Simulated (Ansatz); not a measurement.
Fluorite AuAl2 was calculated with PBEsol (Ansatz, a first-principles code, PAW).

Run with plane-wave cutoff 520 eV, 16×16×16 k mesh, Fermi–Dirac smearing 0.05 eV, scalar-relativistic PAW data made under PBE.

Pressure at four volumes; x = ln(V/18.027 Å³). One pressure is withheld.

```tsv
V (Å³/atom)	x	P (GPa)
16.946	-0.0618	?
17.306	-0.0408	5.17
18.027	0.0000	0.00
19.109	0.0583	-5.82
```

### Question
Pass a parabola P(x) through the three rows shown, estimate the bulk modulus and its pressure derivative near zero pressure, and predict the withheld pressure.

### Answer
Slopes between the rows: (0.00 − (5.17))/(0.0000 − (-0.0408)) = -126.72 and (-5.82 − (0.00))/(0.0583 − (0.0000)) = -99.83 GPa. Their difference over the span 0.0991 is c = 26.89/0.0991 = 271.3 GPa, so P(x) = 5.17 + (-126.72)(x − (-0.0408)) + 271.3 (x − (-0.0408))(x − (0.0000)). At the middle row B = −dP/dx = −[-126.72 + 271.3 × 0.0408] = 115.7 GPa, and B′ = dB/dP = 2c/B = 4.7. At x = -0.0618 the parabola gives 8.18 GPa; the run gives 8.23 GPa. The Birch–Murnaghan fit to the energies at all volumes has B0 = 115 GPa and B′ = 4.7.

Spin–orbit coupling is not included; it can shift volumes and moduli of such heavy elements.
